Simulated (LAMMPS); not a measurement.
Quenches at 1e+14 K/s across the composition of Ni (fcc) with a share x of Ni sites Pt; each row starts from its own melt temperature.

Computed with classical MD, pair style eam, the elements' _u3.eam files (universal-3 set of Foiles, Baskes and Daw), run in LAMMPS.

| x | density | state |
|---|---|---|
| 0.25 | 12.4 g/cm³ (one sample) | glass |
| 0.5 | 15.8 g/cm³ (one sample) | glass |
| 0.75 | 18.6 g/cm³ (one sample) | glass |
